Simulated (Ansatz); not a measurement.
Harmonic thermodynamics of NaF in the rock salt structure

Per mole of formula units at the relaxed static volume; finite displacements on a 8×8×8 mesh, DFT at the r2SCAN level (Ansatz, an electronic-structure program), k mesh 8×8×8; sums on an interpolated 16×16×16 mesh.  Zero-point energy 8.34 kJ/mol.

```tsv
T (K)	F_vib (kJ/mol)	S (J/mol/K)	C_V (J/mol/K)
100	8.04	10.6	22.1
150	7.23	21.9	33.3
200	5.87	32.4	39.4
250	(withheld)	(withheld)	(withheld)
300	1.73	49.5	44.7
400	-3.91	62.7	46.9
600	-18.51	82.1	48.5
800	-36.41	96.2	49.1
1000	-56.78	107.2	49.4
```

Question: Fill in the missing entries.

Answer: 
- 250, F_vib (kJ/mol): 4.02
- 250, S (J/mol/K): 41.6
- 250, C_V (J/mol/K): 42.7

The crystal is held in this phase throughout; melting and phase transitions are not modelled.

The PAW data sets were generated under PBE and serve the other functionals too.
